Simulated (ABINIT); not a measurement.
Input and output of a self-consistent single point for CaAlSiH (P1, 4 atoms in the cell) (ABINIT).

Computed with LDA (PW92), norm-conserving pseudopotentials (PseudoDojo nc-sr-04 LDA standard) (plane waves; ABINIT).

```
CaAlSiH
1.0
    4.14328     0.00000     0.00000
   -2.07164     3.58819     0.00000
    0.00000     0.00000     4.69823
Ca Al Si H
1 1 1 1
Cartesian
 -0.01730  -0.00358   4.69101
  2.09098   1.18129   2.15498
 -0.00771   2.39518   2.66500
  2.07731   1.21136   0.38677
```

Reference input (self-consistent single point, DFT, PBEsol, plane waves, norm-conserving pseudopotentials (PseudoDojo nc-sr-04 PBEsol standard)): pseudos = [Ca.upf, Al.upf, Si.upf, H.upf]; ecut = 36 Ha; occopt = 3; tsmear = 0.02 eV; ngkpt = 8 8 6; nshiftk = 1; shiftk = 0 0 0; potentials = PseudoDojo nc-sr-04 PBEsol standard; nband = 14; kptopt = 1; nstep = 100; tolvrs = 1e-11. This run's input differs from it in these lines:

```diff
@@ -1,2 +1,2 @@
-# CaAlSiH, PseudoDojo nc-sr-04 PBEsol standard
+# CaAlSiH, PseudoDojo nc-sr-04 LDA standard
 pp_dirpath "./"
@@ -18,3 +18,3 @@
       Angstrom
-ecut 36
+ecut 37
 occopt 3
```

Its files differ too (potentials: PseudoDojo nc-sr-04 PBEsol standard → PseudoDojo nc-sr-04 LDA standard).

Output (repeated stretches shortened):

```
--- !BeginCycle
solver: {iscf: 7, nstep: 100, nline: 4, wfoptalg: 0, }
tolerances: {tolvrs: 1.00E-11, }
...

     iter   Etot(hartree)      deltaE(h)  residm     vres2
 ETOT  1  -45.895215881781    -4.590E+01 6.022E-02 1.280E+02
 ETOT  2  -45.936924848692    -4.171E-02 2.225E-02 1.586E+01
 ETOT  3  -45.938443877829    -1.519E-03 7.311E-03 4.928E-01
 ETOT  4  -45.938486891252    -4.301E-05 5.638E-03 2.570E-02
 ETOT  5  -45.938489530070    -2.639E-06 2.755E-03 1.360E-03
   [... 5 lines left out ...]
 ETOT 11  -45.938489846169    -7.105E-12 1.049E-03 1.898E-09
 ETOT 12  -45.938489846170    -8.384E-13 1.007E-03 7.116E-11
 ETOT 13  -45.938489846169     2.203E-13 9.189E-04 1.019E-11
 ETOT 14  -45.938489846169    -1.918E-13 7.078E-04 2.360E-12
 At SCF step   14       vres2   =  2.36E-12 < tolvrs=  1.00E-11 =>converged.

 Cartesian components of stress tensor (hartree/bohr^3)
  sigma(1 1)=  1.42379702E-04  sigma(3 2)=  1.41391863E-06
  sigma(2 2)=  1.31488023E-04  sigma(3 1)= -6.99444961E-06
  sigma(3 3)=  1.25117698E-04  sigma(2 1)= -8.46344798E-06

 ----iterations are completed or convergence reached----

 reduced coordinates (array xred) for    4 atoms
       0.995324999993      0.999000999976      0.998463999996
       0.669275000007      0.329215999997      0.458679000006
       0.331898999981      0.667517999968      0.567235000011
       0.670167999985      0.337597999983      0.082322000009
 cartesian forces (eV/Angstrom) at end:
    1      0.06140950329871    -0.00064552079145     0.02035109593065
   [... lines left out ...]
 Fermi (or HOMO) energy (hartree) =   0.20872   Average Vxc (hartree)=  -0.34996
   [... lines left out ...]
total_energy        : -4.59384898461695E+01
total_energy_eV     : -1.25004988115283E+03
band_energy         : -5.77799692900759E+00
...

-Cartesian components of stress tensor (GPa)         [Pressure= -3.9129E+00 GPa]
- sigma(1 1)=  4.18895475E+00  sigma(3 2)=  4.15989154E-02
- sigma(2 2)=  3.86851055E+00  sigma(3 1)= -2.05783777E-01
- sigma(3 3)=  3.68108915E+00  sigma(2 1)= -2.49003194E-01

 Calculation completed.
```

The run converged in 14 iterations. Against the reference run the pressure goes from -1.85 to -3.91 GPa, the largest force goes from 0.332 to 0.319 eV/Å and the gap on the mesh goes from 0.236 to 0.203 eV.

The starting cell comes from a database of computed structures (which also holds hypothetical and non-ambient phases and stackings), without a prior relaxation at this level. Its atoms were displaced at random from the sites of space group no. 156. With a pressure of about -4 GPa the cell is away from its equilibrium volume at this level.

Cost on one core of a shared machine: roughly 7 min.
